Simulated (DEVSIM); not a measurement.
Structure: abrupt GaP p-n junction, at 250 K.

Layer 1 from the left is GaP, thickness (μm) 0.740, Na (cm⁻³) 2e16, τn (s) 1.1e-7, τp (s) 1.1e-7. Layer 2 from the left is GaP, thickness (μm) 21.0, Nd (cm⁻³) 1.6e17, τn (s) 1.1e-7, τp (s) 1.1e-7.

Left contact: ohmic. Right contact: ohmic. Voltage is applied to the left contact. Recombination: SRH at mid-gap, radiative, Auger. Mobility is constant in doping.

Constants are typed, rounded textbook-type inputs, not results; the design itself was drawn at random and stands for no fabricated device. Values at 300 K; Nc and Nv go as T^1.5, mobilities as T to minus their exponent, the gap by Varshni's rule with the affinity fixed.

GaP: gap (eV) 2.26, affinity (eV) 3.8, permittivity 11.1, Nc (cm⁻³) 1.8e19, Nv (cm⁻³) 1.9e19, μn (cm²/Vs) 250, μp (cm²/Vs) 150, T exponent of μn 1.6, T exponent of μp 1.98, B (cm³/s) 1e-13, Cn (cm⁶/s) 1e-30, Cp (cm⁶/s) 1e-30, Varshni α (eV/K) 0.00058, Varshni β (K) 372.

Estimate by hand the built-in potential, the peak field at zero bias, the capacitance at -3 V, and compare with a numerical solution.


- Built-in potential: ni = √(Nc Nv) exp(−Eg/2kT) = 0.000149 cm⁻³ with Eg = 2.279 eV; Vbi = kT/q ln(Na Nd/ni²) = 2.042 V; numerical 2.042 V.
- Peak field at zero bias: depletion approximation: W = √(2εVbi/(qN)) = 0.375 μm with N = 1.78e16 cm⁻³; field = 2Vbi/W = 109000 V/cm; numerical 108000 V/cm (estimate above by 1.1 %).
- Capacitance at -3 V: C = √(qεN / 2(Vbi + |V|)) = 16.7 nF/cm²; numerical 16.7 nF/cm².

DEVSIM, 1D drift-diffusion, Boltzmann statistics, complete ionisation; no tunnelling, impact ionisation, image-force lowering or self-heating.
